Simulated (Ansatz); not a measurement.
Candidates (primitive cells; geometry: cell and atoms relaxed with PBEsol):
A. KTaO₃ (Pm-3m), a = 3.9853 Å, b = 3.9853 Å, c = 3.9853 Å, α = 90.00°, β = 90.00°, γ = 90.00°
B. ZnInGaO₄ (R3m), a = 8.794 Å, b = 8.794 Å, c = 8.794 Å, α = 21.73°, β = 21.73°, γ = 21.73°
C. NaCl (Fm-3m), a = 3.961 Å, b = 3.961 Å, c = 3.961 Å, α = 60.00°, β = 60.00°, γ = 60.00°
D. ZnSe (F-43m), a = b = c = 3.9833 Å, α = β = γ = 60.00°
E. CaSe (Fm-3m), a = 4.150 Å, b = 4.150 Å, c = 4.150 Å, α = 60.00°, β = 60.00°, γ = 60.00°

Put the candidates in order of Seebeck coefficient, n-type 1e19 cm⁻³, highest first, for r2SCAN, rigid bands in Ansatz (a first-principles code).

D (-83 μV/K), B (-128 μV/K), C (-190 μV/K), E (-298 μV/K), A (-375 μV/K)

Seebeck coefficients are for the stated density at 300 K, with one relaxation time for all states and whether or not that doping can be reached. Spin-orbit coupling is left out.

Formula and space group known from diffraction (Crystallography Open Database), not checked to be the room-temperature form: CaSe (Fm-3m). The missing spin-orbit coupling matters most for KTaO3 (Pm-3m).
